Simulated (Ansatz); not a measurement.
Ansatz (a program for electronic structure) run on YbSi2Pt2 (I4/mmm, 5 atoms in the cell): relaxation of cell and atoms.

Computed with LDA (PW92), PAW files made with PBE (plane waves; Ansatz).

```
CELL_PARAMETERS angstrom
     -2.11565     2.11565     4.90413
      2.11565    -2.11565     4.90413
      2.11565     2.11565    -4.90413
ATOMIC_POSITIONS crystal
  Yb 0.00000 0.00000 0.00000
  Si 0.62178 0.62178 0.00000
  Si 0.37822 0.37822 0.00000
  Pt 0.75000 0.25000 0.50000
  Pt 0.25000 0.75000 0.50000
```

Reference input (self-consistent single point, DFT, LDA (PW92), plane waves, PAW files made with PBE): kpoints.mp_grid.grid = 8 8 8; hamiltonian.xc = lda; hamiltonian.pseudopotentials = {kind: paw} (the program's default PAW files); scf.occupations.method = fermi_dirac; scf.occupations.width = 0.0073 Ry. This run's input differs from it in these lines:

```diff
@@ -19,2 +19,4 @@
   occupations: { method: fermi_dirac, width: 0.0073 Ry }
+relax:
+  cell: {}
 output:
```

The program printed (abridged):

```
   [... SCF lines of the steps left out ...]
relax step   1: F+E_penalty+E_count = -39275.62546201 eV  Δ(F+E_penalty+E_count) = +0.000e0 eV  max|allowed force component| = 1.995e-1 eV/Å  Δτ_max = 0.0000 Å  P = -8.636 GPa  Ω = 87.803 Å³  (13 SCF iters, dr2 threshold 1.00e-7 eV, accepted)
relax step   2: F+E_penalty+E_count = -39275.77199439 eV  Δ(F+E_penalty+E_count) = -1.465e-1 eV  max|allowed force component| = 5.559e-1 eV/Å  Δτ_max = 0.0135 Å  P = +3.253 GPa  Ω = 80.890 Å³  energy of the carried Pulay correction = +2.028e-3 eV  [...]
   [... lines left out ...]
relax step   5: F+E_penalty+E_count = -39275.79950171 eV  Δ(F+E_penalty+E_count) = -1.132e-3 eV  max|allowed force component| = 1.140e-3 eV/Å  Δτ_max = 0.0095 Å  P = -0.016 GPa  Ω = 81.692 Å³  energy of the carried Pulay correction = +1.785e-3 eV  [...]
relax step   6: F+E_penalty+E_count = -39275.79763583 eV  Δ(F+E_penalty+E_count) = +1.866e-3 eV  max|allowed force component| = 1.409e-3 eV/Å  Δτ_max = 0.0000 Å  P = -0.012 GPa  Ω = 81.692 Å³  stress off target by 1.74e-2 GPa  SCF on the basis [...]
basis re-selected at this cell: Δ(F+E_penalty+E_count) = +1.866e-3 eV, ΔP = +0.005 GPa vs the last step
the relaxation is at rest under the 16 symmetry operations that the run kept from its start: a minimum is not shown …
Free energy (F): -39275.797636 eV
Internal energy: -39275.630550 eV  (E = F + TS)
E sigma→0 (E₀):  -39275.714093 eV
Entropy (-TS):   -0.167086 eV (-33.417 meV/atom)
Fermi energy:    17.012959 eV
--- Forces (eV/Å), atoms counted from 1 ---
  atom   1  Yb     0.00000000     0.00000000    -0.00000000
   [... lines left out ...]
  cell:  # Å, volume = 81.6915 Å³
   [... lines left out ...]
  atoms:
    - { symbol: Yb, position: [-3.5372705780165066e-20, -3.5372705780164886e-20, 1.1322145474246155e-34] }
    - { symbol: Si, position: [0.616696014128355, 0.616696014128355, -4.795731553789186e-35] }
    - { symbol: Si, position: [0.3833039858716451, 0.3833039858716451, -2.1952373223244323e-35] }
    - { symbol: Pt, position: [0.75, 0.25000000000000006, 0.5] }
    - { symbol: Pt, position: [0.25000000000000006, 0.75, 0.5] }
```

The run converged. 

Summary of the result:
```
Item                                                                                                                     Result
-----------------------------------------------  ------------------------------------------------------------------------------
Free energy E − TS (on the zero of these files)                                                                  -39275.7976 eV
Fermi level (on the code's own zero)                                                                                   17.01 eV
Pressure                                                                                                              -0.01 GPa
Largest force (vector length)                                                                                        0.001 eV/Å
Final cell                                       a = 5.7084 Å, b = 5.7084 Å, c = 5.7084 Å, α = 138.22°, β = 138.22°, γ = 60.57°
Final volume per atom                                                                                                  16.34 Å³
Relaxation steps                                                                                                              6
```

The starting cell comes from a database of computed structures (which also holds hypothetical and non-ambient phases and stackings), without a prior relaxation at this level. Spin polarisation is off. The relaxation keeps the symmetry of its start, so its end need not be a minimum. Ansatz's pressure includes its estimate of the finite-basis (Pulay) stress.

Cost on one core of a shared machine: roughly 50 s.

Keys are those of Ansatz 0.2.
